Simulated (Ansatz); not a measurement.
# ZnCu2SnS4 under a change: pressure 0.3 GPa

The parent structure is ZnCu₂SnS₄ (space group I-4, No. 82; a = 5.4685 Å, c = 10.9351 Å).

Modification: cell and atoms relaxed at a pressure of 0.3 GPa.

Level of theory: Ansatz (a first-principles code), PBE, PAW, cutoff 420 eV, no spin-orbit coupling, earlier PAW set. k-mesh 9×9×9 (Γ-centred); smearing 0.05 eV (Fermi–Dirac).

The volume per atom drops by 0.09 Å³ to 20.35 Å³ and the density increases by 0.02 g/cm³, from 4.46 g/cm³ to 4.48 g/cm³. The c/a ratio stays 2.000 and the shortest interatomic distance drops by 0.4 pm, from 231.7 pm to 231.3 pm. The enthalpy H = E + PV relative to the base's energy is +0.04 eV/atom and the band gap goes from zero to 0.06 eV (uncertain: the Fermi level lies in a band; the changed cell).

Final structure:

```xyz
8
Lattice="-2.7301 2.7301 5.4603 2.7301 -2.7301 5.4603 2.7301 2.7301 -5.4603" Properties=species:S:1:pos:R:3 pbc="T T T"
Cu     0.0000     0.0000     0.0000
Cu     0.0000     2.7301     2.7302
Zn     2.7301     0.0000     2.7302
Sn     0.0000     0.0000     5.4603
S      1.4111     1.4545     4.0468
S      1.3190     1.2756    -1.4135
S      1.4545    -1.4111     6.8739
S      1.2756     4.1412     1.4135
```

Load acts through the strain it causes; cell and atoms are relaxed under it. Stability against distortions was not tested. All final runs are without spin polarisation. Gaps under 0.05 eV, about the width of the smearing, are given as zero. The zero or small gap of ZnCu2SnS4 can change with the level of theory.
